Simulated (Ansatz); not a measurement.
The starting structures come from a database of crystals and need not be the phases stable at ambient conditions.

Inside the gap of an insulator the Bloch states are evanescent, with a wavenumber k + iκ along the transport direction.

Here is the system:

```yaml
crystal:
  lattice:
    - [6.74303, 0.00000, 0.00000]
    - [2.24768, 7.03882, 0.00000]
    - [3.37151, 0.00000, 1.94655]
  atoms:
    - { symbol: Sr, position: [0.23040, 0.30879, 0.00000] }
    - { symbol: Sr, position: [0.76960, 0.69121, 0.00000] }
    - { symbol: N, position: [0.50000, 0.50000, 0.00000] }
    - { symbol: Cl, position: [0.00000, 0.00000, 0.00000] }
```

Space group of this cell: R-3m. The cell is taken as given.

Transport runs along the normal of the first two printed cell vectors, the (110) plane of the conventional cell.

The gap is the functional's own, uncorrected, and κ follows it; spin-orbit coupling is left out. Mid-gap values are interpolated between the computed energies.

**Question.** Give the band gap and the smallest decay constant κ at mid-gap that r2SCAN run with Ansatz (a first-principles code) yields.

**Answer.** Gap 2.19 eV on a 16×16×16 mesh; κ = 0.252 1/Å, at the zone centre.
